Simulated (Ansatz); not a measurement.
## Pressure series in hypothetical diamond Au

Start from Au in the diamond structure (space group Fd-3m, No. 227; a = 6.162 Å; a hypothetical phase, not in the database extracts checked).

Cell and atoms are relaxed at each pressure.

Levels (all Ansatz, a quantum-chemistry and plane-wave program, PAW): PBE (420 eV, no spin-orbit coupling); PBEsol (420 eV, no SOC).

The base cell above is that of PBE; each level relaxes its own structures.

| case | shortest interatomic distance, PBE | shortest interatomic distance, PBEsol |
|---|---|---|
| pressure −2 GPa | 2.707 Å | 2.637 Å |
| pressure −1 GPa | 2.686 Å | 2.622 Å |
| pressure 0.3 GPa | 2.663 Å | 2.605 Å |
| pressure 0.7 GPa | 2.657 Å | 2.600 Å |
| pressure 1.5 GPa | 2.645 Å | 2.591 Å |
| pressure 3 GPa | 2.625 Å | 2.575 Å |
| pressure 5 GPa | 2.602 Å | 2.557 Å |
| pressure 7.5 GPa | 2.577 Å | 2.536 Å |
| pressure 10 GPa | 2.556 Å | 2.518 Å |

PBE lies above PBEsol in every row, by 0.038 Å to 0.070 Å. They put the cases in the same order.

Load acts through the strain it causes; cell and atoms are relaxed under it. Whether these cells are dynamically stable was not tested. Competing high-pressure phases were not computed.
